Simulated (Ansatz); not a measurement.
What biaxial strain −1.25 %, plane normal [111], relaxed out of plane does to BeS

Base system: BeS in the zinc blende structure (space group F-43m, No. 216; a = 4.869 Å). Axes: x, y, z lie along the cube axes.

One thing is altered: compressive biaxial strain of 1.25 % in the plane normal to [111], as in epitaxy on a mismatched substrate; the out-of-plane cell vector and the atoms relax.

Calculations: plane-wave PAW DFT at the r2SCAN level (Ansatz, an electronic-structure program, 500 eV), no spin-orbit coupling. k-mesh 12×12×12 (Γ-centred); smearing 0.05 eV (Fermi–Dirac).

| quantity | base | changed | shift |
|---|---|---|---|
| volume per atom | 14.43 Å³ | 14.13 Å³ | -0.293 Å³ |
| shortest interatomic distance | 2.108 Å | 2.089 Å | -0.019 Å |
| energy relative to the base (free energy F) | 0 meV/atom | +3.4 meV/atom | +3.4 meV/atom |
| pressure (mean of the normal stresses, compression positive) | 0.00 GPa | 2.09 GPa | +2.09 GPa |
| band gap | 3.59 eV | 3.49 eV | -0.10 eV |
| gap character | – | indirect, Γ → F | – |
| smallest direct gap | 6.22 eV | 5.97 eV | -0.25 eV |
| valence-band top at Γ (three highest levels, from the VBM) | 0.00, 0.00, 0.00 eV | 0.00, 0.00, -0.14 eV | – |
| out-of-plane strain | – | +0.46 % | – |
| ratio −ε⊥/ε∥ | – | 0.37 | – |
| mean in-plane stress (compression positive) | – | +3.1 GPa | – |

Whether these cells are dynamically stable was not tested. Labels are those of the standard path for the cell's own space group.
